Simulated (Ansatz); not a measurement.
Si (diamond structure), cut as (110) film, 24 layers, ended by OH. Cell contents Si48O4H4; atoms relaxed. k-points: Γ-centred 5×7×1 mesh; occupations: Fermi-Dirac, 0.020 eV; spin polarisation not allowed. Scalar-relativistic, no spin-orbit coupling.

 The in-plane lattice is held at the bulk value.

**Question.** What is the computed electronic structure (gap or metallic character, levels against vacuum) (PBE run with Ansatz, a first-principles code)?

**Answer.** 
| Property | Result |
|---|---|
| electronic character | not metallic |
| Kohn-Sham band gap | 0.65 eV |
| depth of the highest filled level under the vacuum level | 5.42 eV |
| depth of the lowest empty level under the vacuum level | 4.77 eV |
| change of bonding against the cut | none |
| number of neighbours within 2.842 Å (ending not counted) | 3 for 4 atoms, 4 for 44 atoms |
| mean Si-Si distance (least to greatest) | 2.371 Å (2.366 to 2.392) |
